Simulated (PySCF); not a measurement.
PySCF 2.14.0, B3LYP/def2-svpd, df: hydrogen telluride ([TeH2]), 3 atoms. The geometry is a generated start, not checked to be a minimum at this level.

```
Item                                                 Value
-------------------------  -------------------------------
task                                                energy
method                                               b3lyp
basis                                            def2-svpd
two-electron scheme                        density fitting
mol.max_memory                                     3000 MB
mf.max_cycle                                           100
mf.init_guess                              minao (default)
mf.DIIS                                    CDIIS (default)
mf.diis_space                                  8 (default)
mf.conv_tol                                1e-09 (default)
mf.grids.level                                 3 (default)
effective core potentials  those of the basis set, past Kr
basis functions                                         51
grid points                                          41576
```

```xyz
3

Te     0.0087     0.7876     0.0236
H     -1.1423    -0.3813    -0.0033
H      1.1335    -0.4063    -0.0203
```

One run each on 2 threads, 1 BLAS thread. Values of level_shift (Hartree) tried: 0 (default), 0.1, 0.3, 1.

Task: How does the count of Fock builds change with level_shift (Hartree), and where is it least?

Result: Fewest Fock builds: 0 (default) with 11. The count rises to 34 at 1. All converge to one solution.

| level_shift (Hartree) | Fock builds | end |
|---|---|---|
| 0 (default) | 11 | same solution |
| 0.1 | 13 | same solution |
| 0.3 | 16 | same solution |
| 1 | 34 | same solution |
